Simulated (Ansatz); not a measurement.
Structures of equal composition on the (111)A surface of 3C silicon carbide (Si plane on top): (√3x√3)R30° Ga adatom at H3; (√3x√3)R30° Ga adatom at T4. The slabs share one bottom face, and each structure is named by its start. These are constructed structures in small cells; real faces may alloy, dewet or reconstruct in larger ones, and not all known structures of the face are among them. Slabs of about 10 Å, Fermi-Dirac smearing of 0.025 eV. Bottom of the slabs: H caps. Relaxed from the named starts with such symmetry as they have, on meshes of like density; energies extrapolated to zero smearing; spin only where a row says so; no spin-orbit coupling, no U. Brackets mark spin-polarised runs, whose order is one that fits the cell. Where a second, spin-polarised start was run, the lower counts.

All values below come from HSE06, at the PBE geometry (plane waves to 420 eV, PAW; Ansatz, a program for electronic structure).

Problem. Rank these by energy per 1x1 cell (lowest first), as HSE06, at the PBE geometry gives it.

Solution. (√3x√3)R30° Ga adatom at T4 (0.000 eV), (√3x√3)R30° Ga adatom at H3 (0.235 eV)
